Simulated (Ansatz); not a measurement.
Inside the gap of an insulator the Bloch states are evanescent, with a wavenumber k + iκ along the transport direction.

Given:

```
CELL_PARAMETERS angstrom
      2.56397     0.00000     0.00000
      0.00000     2.56397     0.00000
      1.28198     1.28198     1.81300
ATOMIC_POSITIONS crystal
  B  0.00000 0.00000 0.00000
  N  0.25000 0.75000 0.50000
```

Space group of this cell: F-43m, zinc blende. The cell is taken as given; by r2SCAN its mean pressure is -5.2 GPa.

Transport runs along the normal of the first two printed cell vectors, the (001) plane of the conventional cell.

The gap is the functional's own. No spin-orbit coupling. Mid-gap values are interpolated on the energy grid.

**Question.** Compute, with r2SCAN (Ansatz, a quantum-chemistry and plane-wave program), the band gap and the smallest decay constant κ at mid-gap.

**Answer.** Gap 4.99 eV on a 16×16×16 mesh; κ = 0.396 1/Å, at (0.500, 0.500) of the in-plane reciprocal vectors. At the zone centre, at the nearest computed energy, the slowest state has κ = 0.46 1/Å.
